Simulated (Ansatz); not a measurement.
Input and output of a relaxation of cell and atoms for VRe (Cmmm, 2 atoms in the cell) (Ansatz, a first-principles code).

Level of theory: LDA (PW92), default PAW files made with PBE (plane waves; Ansatz).

The change in words: atoms on their sites; relax: default → cell and atoms. Reference geometry:
```
VRe
1.0
    1.50727    -2.17574     0.00000
    1.50727     2.17574     0.00000
    0.00000     0.00000     4.20942
V Re
1 1
Direct
  0.50000   0.50000   0.51188
  0.00000   0.00000   0.00000
```

Reference input (self-consistent single point, DFT, LDA (PW92), plane waves, default PAW files made with PBE): basis.ecutwfc = 420 eV; kpoints.mp_grid.grid = 11 11 7; hamiltonian.xc = lda; hamiltonian.pseudopotentials = {kind: paw} (the program's default PAW files); scf.occupations.method = fermi_dirac; scf.occupations.width = 0.1 eV. This run's input differs from it in these lines:

```diff
@@ -7,3 +7,3 @@
   atoms:
-    - { symbol: V, position: [0.500000, 0.500000, 0.511878] }
+    - { symbol: V, position: [0.500000, 0.500000, 0.500000] }
     - { symbol: Re, position: [0.000000, 0.000000, 0.000000] }
@@ -22,2 +22,4 @@
     width: 0.1
+relax:
+  cell: {}
 output:
```

Log, with long lists cut:

```
   [... SCF lines of the steps left out ...]
relax step   1: F+E_penalty+E_count = -13468.61644581 eV  Δ(F+E_penalty+E_count) = +0.000e0 eV  max|allowed force component| = 5.522e-30 eV/Å  Δτ_max = 0.0000 Å  P = -7.777 GPa  Ω = 27.609 Å³  (6 SCF iters, dr2 threshold 1.00e-7 eV, accepted)
relax step   2: F+E_penalty+E_count = -13468.61340212 eV  Δ(F+E_penalty+E_count) = +3.044e-3 eV  max|allowed force component| = 3.789e-29 eV/Å  Δτ_max = 0.0000 Å  P = +9.385 GPa  Ω = 26.176 Å³  energy of the carried Pulay correction = +9.383e-4 eV  [...]
   [... lines left out ...]
relax step   6: F+E_penalty+E_count = -13468.63444523 eV  Δ(F+E_penalty+E_count) = -4.836e-7 eV  max|allowed force component| = 1.260e-29 eV/Å  Δτ_max = 0.0000 Å  P = +0.006 GPa  Ω = 26.907 Å³  energy of the carried Pulay correction = +4.518e-4 eV  [...]
relax step   7: F+E_penalty+E_count = -13468.63403913 eV  Δ(F+E_penalty+E_count) = +4.061e-4 eV  max|allowed force component| = 1.242e-29 eV/Å  Δτ_max = 0.0000 Å  P = -0.012 GPa  Ω = 26.907 Å³  stress off target by 1.68e-2 GPa  SCF on the basis [...]
basis re-selected at this cell: Δ(F+E_penalty+E_count) = +4.061e-4 eV, ΔP = -0.018 GPa vs the last step
the relaxation is at rest under the 8 symmetry operations that the run kept from its start: a minimum is not shown …
Free energy (F): -13468.634039 eV
Internal energy: -13468.591354 eV  (E = F + TS)
E sigma→0 (E₀):  -13468.612697 eV
Entropy (-TS):   -0.042685 eV (-21.343 meV/atom)
Fermi energy:    21.713402 eV
--- Forces (eV/Å), atoms counted from 1 ---
  atom   1  V      0.00000000    -0.00000000     0.00000000
   [... lines left out ...]
  cell:  # Å, volume = 26.9070 Å³
    - [1.4974796279693947, -2.155570481610031, 2.3120647634710977e-18]
    - [1.4974796279693947, 2.155570481610031, -2.3120647634710977e-18]
    - [5.364664122252412e-34, -4.4731714910654256e-18, 4.1678518419297665]
  atoms:
    - { symbol: V, position: [0.49999999999999994, 0.49999999999999994, 0.5] }
    - { symbol: Re, position: [2.1610964024094597e-38, -2.1610964024094597e-38, 4.527839539413356e-72] }
```

The run converged.  The full log also holds: “iter 5 did not close the SCF: its close was put off for the readings that it lacked (scf_convergence_deferred on its scf_iter line)”. The full log also holds: “iter 3 did not close the SCF: its close was put off for the readings that it lacked (scf_convergence_deferred on its scf_iter line)”.

Summary of the result:
```
Property                                                                                              Result
-----------------------------------------------  -----------------------------------------------------------
Free energy E − TS (on the zero of these files)                                               -13468.6340 eV
Fermi level (on the code's own zero)                                                                21.71 eV
Pressure                                                                                           -0.01 GPa
Final cell                                       a = b = 2.6247 Å, c = 4.1679 Å, α = β = 90.00°, γ = 110.42°
Final volume per atom                                                                               13.45 Å³
Relaxation steps                                                                                           7
```

The starting cell comes from a database of computed structures (which also holds hypothetical and non-ambient phases and stackings), without a prior relaxation at this level. Its lattice was rescaled by up to half a per cent. Spin polarisation is off. The relaxation keeps the symmetry of its start, so its end need not be a minimum. Ansatz's pressure includes its estimate of the finite-basis (Pulay) stress.

Keys are those of Ansatz 0.2.
